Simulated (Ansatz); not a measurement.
For Si3N4 (P6₃/m, No. 176), LDA in Ansatz (PAW) gives:

```
Item                             Result
------------------------------  -------
equilibrium lattice constant a  7.574 Å
c axis length                   2.891 Å
```

Problem. What does r²SCAN-D4 (PAW; Ansatz, a quantum-chemistry and plane-wave program) give for the same quantities?

Solution. 
- lattice constant a: 7.589 Å (grows by 0.2 %)
- lattice parameter c: 2.900 Å (grows by 0.3 %)

Changes are worked out from the printed values.

Unless a cell is named, each level is at its own relaxed cell (LDA 10.26, r²SCAN-D4 10.33 Å³/atom).

Ansatz's density-functional and Hartree–Fock values are scalar-relativistic unless marked +SOC, with PAW data made under PBE.
